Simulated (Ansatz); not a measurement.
## Al2O3: stress against strain

Al2O3 (corundum, R-3c, 8.323 Å³/atom at rest, c along z) under a strain ε along a direction in the basal plane (axis x), the other axes held. LDA in Ansatz, a plane-wave DFT program (PAW, default set), 420 eV, 9×9×9 Γ-centred mesh, Fermi-Dirac smearing 0.05 eV; ions are relaxed within the symmetry of each cell. Stress is positive for a compressed cell.

Here s stands for strain and y for stress xx.

```
strain (%)  stress xx (GPa)
----------  ---------------
-3.00                     ?
-1.50                  7.64
-0.75                  3.75
0.00                  -0.01
0.75                  -3.65
1.50                  -7.17
```

**Question.** Using a straight line, estimate the missing y at s = -3.00 from the other rows, showing the fit.

**Answer.** Means: s 0, y 0.112. About the means, the sum of products is -27.765 and the sum of squares of s is 5.6250; the slope is their ratio. Least squares gives y = 0.112 - 4.9360·s. Residuals (row less fit): 0.124, -0.064, -0.122, -0.060, 0.122; standard error 0.133 (degrees of freedom: 3). The slope gives the elastic constant C11 = 494 ± 6 GPa. At the withheld row, y = 0.112 - 4.9360 × (-3.00) = 14.920 GPa. The calculation gives 15.76 GPa, 0.840 GPa above the prediction (3.7 % of the range of y in the table). The row lies outside the fitted rows, so this is an extrapolation. From the scatter of the fitted rows alone, a prediction at this place has a standard error of 0.222 GPa, so the miss is 3.8 times that.

One order more, fitted to all 9 runs of the series, follows each within 0.01, so the miss is the next term of a smooth law. Rows are the converged runs of the series near zero and its far end; series whose fitted rows scatter by over a few per cent of the range, as at a crossing or softening among them, aren't shown in this form. Most that stay on the fit to the last digits aren't either.
